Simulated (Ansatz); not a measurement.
Where the default PAW files enter, the runs use the earlier of Ansatz's two default sets.

Crystal: Li2Se (Fm-3m, anti-fluorite, not sure to be the ambient phase, 3 atoms a cell, 17.6 Å³ an atom); both levels run on this one cell.

Complex bands along the normal of (111) by Ansatz (plane waves, PAW, no spin-orbit coupling). r2SCAN gives a gap of 3.46 eV and a slowest mid-gap decay of 0.253 1/Å.

What does PBE give on the same cell, and what does that do to the current through 2 nm?

Gap 2.96 eV, κ = 0.228 1/Å. The mid-gap transmission through 2 nm changes by exp(2 × 20 × (0.253 − 0.228)) = a factor of 2.7 against r2SCAN.

Ansatz is an electronic-structure program.
